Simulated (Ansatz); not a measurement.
This Ansatz (an electronic-structure program) input is the reference run, HgS in the zinc blende structure (space group F-43m, No. 216), computed with Ansatz, LDA, PAW, cutoff 420 eV, scalar-relativistic without spin-orbit coupling:

Ansatz 0.2 input:
```yaml
crystal:
  lattice:
    - [0, 2.9059730649, 2.9059730649]
    - [2.9059730649, 0, 2.9059730649]
    - [2.9059730649, 2.9059730649, 0]
  atoms:
    - { symbol: Hg, position: [0, 0, 0] }
    - { symbol: S, position: [0.25, 0.25, 0.25] }
basis: { ecutwfc: 420, ecutrho_ratio: 4, xc_grid: 2, fft_grid_basis: typed }
kpoints: { mp_grid: { grid: [10, 10, 10] } }
hamiltonian:
  xc: lda
  dispersion: none
  pseudopotentials: { kind: paw }
scf: { occupations: { method: fermi_dirac, width: 0.05 }, convergence: { dr2_threshold: 0.0000000002 } }
output: { forces: true, stress: true }
checkpoint: { write: state.ck, write_every: 1000 }
```

### Question
Write the input for this change: compressive biaxial strain of 1.25 % in the plane normal to [111], as in epitaxy on a mismatched substrate; the out-of-plane cell vector and the atoms relax.

### Answer
Ansatz 0.2 input:
```yaml
crystal:
  lattice:
    - [4.0582956888, 0, 0]
    - [2.0291478444, 3.5145871625, 0]
    - [2.0291478444, -1.1715290542, 3.3765007167]
  atoms:
    - { symbol: Hg, position: [0, 0, 0] }
    - { symbol: S, position: [0.5, 0.25, 0.75] }
basis: { ecutwfc: 420, ecutrho_ratio: 4, xc_grid: 2, fft_grid_basis: typed }
kpoints: { mp_grid: { grid: [10, 10, 10] } }
hamiltonian:
  xc: lda
  dispersion: none
  pseudopotentials: { kind: paw }
scf: { occupations: { method: fermi_dirac, width: 0.05 } }
relax: { f_tol: 0.005, max_steps: 50, cell: { stress_tol: 0.01, fix: [a, b, gamma] } }
output: { forces: true, stress: true }
checkpoint: { write: state.ck, write_every: 1000 }
```
This is the input that was run; other choices of cell and start would serve too.

Whether these cells are dynamically stable was not tested. The final runs are not spin-polarised.
